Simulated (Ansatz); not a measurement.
Input and output of a self-consistent single point for K2AgIrF6 (P1, 10 atoms in the cell) (Ansatz, a quantum-chemistry and plane-wave program).

Level of theory: HSE06 (plane waves, PAW; Ansatz).

```xyz
10
Lattice="0.0000 4.4143 4.4143 4.4143 0.0000 4.4143 4.4143 4.4143 0.0000" Properties=species:S:1:pos:R:3 pbc="T T T"
K      6.6308     6.6628     6.5286
K      2.2226     2.1735     2.2388
Ag     4.3905     4.3635     4.3195
Ir     0.0150    -0.0063    -0.0759
F      2.0578     4.2906     4.4045
F      6.8401     4.4160     4.3640
F      4.3966     2.1057     4.4705
F      4.4606     6.8168     4.5276
F      4.4122     4.5577     2.0770
F      4.3025     4.3481     6.8740
```

Reference input (self-consistent single point, DFT, HSE06, plane waves, default PAW files made with PBE): basis.ecutwfc = 420 eV; kpoints.mp_grid.grid = 2 2 2; hamiltonian.xc = hse06; hamiltonian.pseudopotentials = {kind: paw} (the program's default PAW files); scf.occupations.method = fixed. This run's input differs from it in these lines:

```diff
@@ -26,2 +26,3 @@
   occupations: { method: fixed }
+  algorithm: direct_min
 output:
```

Log, with long lists cut:

```
Error: scf.algorithm: direct_min / scf.convergence.dm_fallback with hamiltonian.xc: <hybrid> without scf.eigensolver.kind.support_functions — direct minimisation on plane waves has no term of exact exchange; use an LDA or a GGA, or take scf.algorithm: direct_min and scf.convergence.dm_fallback out of the deck
```

The program stopped before any SCF iteration. 

The starting cell comes from a database of computed structures (which also holds hypothetical and non-ambient phases and stackings), without a prior relaxation at this level. Its atoms were displaced at random from the sites of space group no. 225.

Keys are those of Ansatz 0.2.
